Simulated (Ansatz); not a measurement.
## Fermi-surface data of Ni3Si under load (space group Cmmm)

```xyz
4
Lattice="3.4517 -0.0114 0.0000 -0.0114 3.4517 0.0000 0.0000 0.0000 3.4707" Properties=species:S:1:pos:R:3 pbc="T T T"
Si     0.0000     0.0000     0.0000
Ni    -0.0057     1.7258     1.7353
Ni     1.7258    -0.0057     1.7353
Ni     1.7201     1.7201     0.0000
```

Level of theory: PBEsol, rigid bands (plane waves, PAW, scalar-relativistic; Ansatz, a first-principles code). Condition of this run: uniaxial stress along [110] of 2 GPa (compression positive) (the target of the relaxation). How the cell was made: cell and atoms relaxed with PBEsol, then loaded as said.

```
Item                                                                  Result
------------------------------------  --------------------------------------
density of states at the Fermi level       2.14 states/(eV·cell), both spins
bare Sommerfeld coefficient                        1.26 mJ/(mol of atoms·K²)
Drude plasma energy                          1.86 (x), 1.86 (y), 1.80 (z) eV
root-mean-square Fermi velocity                                    1.6e5 m/s
resistivity times τ                   142 (x), 142 (y), 151 (z) ×10⁻²² Ω·m·s
```

A metal at this level (no band gap); rigid bands, thermally averaged at 300 K, both spins. Spin-orbit coupling is left out. τ is one relaxation time for all states.

Computed structure with no diffraction record at hand here (it may be known, metastable or hypothetical): Ni3Si under load (space group Cmmm). Treated as nonmagnetic (a ferromagnetic start lost its moment, other orders weren't tried): Ni3Si under load (space group Cmmm).
